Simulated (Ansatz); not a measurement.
**Short convergence ladders for Ir3Rh (I4mm, 4 atoms in the cell)**

```
CELL_PARAMETERS angstrom
     -1.92485     1.92485     3.85424
      1.92485    -1.92485     3.85424
      1.92485     1.92485    -3.85424
ATOMIC_POSITIONS crystal
  Ir 0.75000 0.25000 0.50000
  Ir 0.25000 0.75000 0.50000
  Ir 0.50649 0.50649 0.00000
  Rh 0.00000 0.00000 0.00000
```

Base method: PBEsol, default PAW files made with PBE (plane waves; Ansatz, a first-principles code).

Base settings: basis.ecutwfc = 30.9 Ry; kpoints.mp_grid.grid = 12 12 12; hamiltonian.xc = pbesol; hamiltonian.pseudopotentials = {kind: paw} (the program's default PAW files); scf.occupations.method = fermi_dirac; scf.occupations.width = 0.0073 Ry.

The count of work is k-points × plane waves × bands × iterations; it is no time. Core times come from one kind of shared machine, to one figure; runs under 30 s give none.

**Shifted k-point meshes**

In this ladder: kpoints.mp_grid.shift = 0.5 0.5 0.5.

Only quantities that move along the ladder and can be compared are tabulated.

```csv
kpoints.mp_grid.grid,free energy less the last step's (meV/atom),pressure (GPa),largest difference of a force vector from the last step's (eV/Å),count of work / last
2 2 2,-74.57,-10.96,0.211,0.0026
3 3 3,-10.71,-8.95,0.076,0.0053
4 4 4,30.44,-8.11,0.104,0.0083
6 6 6,-4.58,-8.89,0.023,0.021
8 8 8,-0.55,-8.77,0.004,0.042
10 10 10,0.46,-8.76,0.004,0.075
26 26 26,0.00,-8.76,0.000,1.0
```

Coarsest kpoints.mp_grid.grid that holds the forces within 0.01 eV/Å of the last step, with all finer ones: 8 8 8, at 0.042 of the last step's count of work; the step before is off by 0.023 eV/Å.

Coarsest kpoints.mp_grid.grid that holds the free energy within 2 meV/atom of the last step, with all finer ones: 8 8 8, at 0.042 of the last step's count of work; the step before is off by 4.6 meV/atom.

Coarsest kpoints.mp_grid.grid that holds the pressure within 0.1 GPa of the last step, with all finer ones: 8 8 8, at 0.042 of the last step's count of work; the step before is off by 0.13 GPa.

**The width of Fermi-Dirac smearing**

In this ladder: kpoints.mp_grid.grid = 20 20 20.

Narrow widths need finer meshes than wide ones, so the last steps can hold mesh noise.

Only quantities that move along the ladder and can be compared are tabulated; pressure and forces are left out, as mesh noise rules them at narrow widths.

```tsv
scf.occupations.width	free energy less the last step's (meV/atom)	energy extrapolated to zero width less the last step's (meV/atom)	core time / last (rough)
0.0735 Ry	-1619.41	-130.72	1
0.0367 Ry	-421.59	-10.47	1
0.022 Ry	-141.50	1.57	1
0.0073 Ry	0.00	0.00	1
```

Widest scf.occupations.width that holds the energy extrapolated to zero width within 2 meV/atom: not settled: the last two steps still differ by 1.6 meV/atom, over half the tolerance, so the ladder does not show it.

Widest scf.occupations.width that holds the free energy within 5 meV/atom: not settled: the last two steps still differ by 140 meV/atom, over half the tolerance, so the ladder does not show it.

The extrapolation to zero width removes most of the smearing's effect on the energy.

**The mesh under tetrahedron occupations**

In this ladder: scf.occupations.method = tetrahedron; scf.occupations.width = default.

Only quantities that move along the ladder and can be compared are tabulated.

| kpoints.mp_grid.grid | free energy less the last step's (meV/atom) | pressure (GPa) | largest difference of a force vector from the last step's (eV/Å) | count of work / last | core time / last (rough) |
|---|---|---|---|---|---|
| 5 5 5 | -10.91 | -9.28 | 0.048 | 0.020 | – |
| 6 6 6 | -2.08 | -9.19 | 0.049 | 0.032 | – |
| 8 8 8 | 0.75 | -9.10 | 0.004 | 0.063 | – |
| 12 12 12 | -1.08 | -9.11 | 0.006 | 0.17 | 0.2 |
| 18 18 18 | 0.13 | -9.10 | 0.005 | 0.51 | 0.5 |
| 23 23 23 | 0.00 | -9.10 | 0.000 | 1.0 | 1 |

Coarsest kpoints.mp_grid.grid that holds the pressure within 0.05 GPa of the last step, with all finer ones: 8 8 8, at 0.063 of the last step's count of work; the step before is off by 0.09 GPa.

Coarsest kpoints.mp_grid.grid that holds the free energy within 5 meV/atom of the last step, with all finer ones: 6 6 6, at 0.032 of the last step's count of work; the step before is off by 11 meV/atom.

Coarsest kpoints.mp_grid.grid that holds the forces within 0.02 eV/Å of the last step, with all finer ones: 8 8 8, at 0.063 of the last step's count of work; the step before is off by 0.049 eV/Å.

On the base run: the starting cell comes from a database of computed structures (which also holds hypothetical and non-ambient phases and stackings), without a prior relaxation at this level. Its lattice was rescaled by up to half a per cent. One atom was moved a little off its site on purpose. Spin polarisation is off. In the base run, with a pressure of about -9 GPa the cell is away from its equilibrium volume at this level. Ansatz's pressure includes its estimate of the finite-basis (Pulay) stress.

Left out of this page: 2 runs of the series outside the window shown, repeating another row's setting, or not comparable.

Keys are those of Ansatz 0.2.
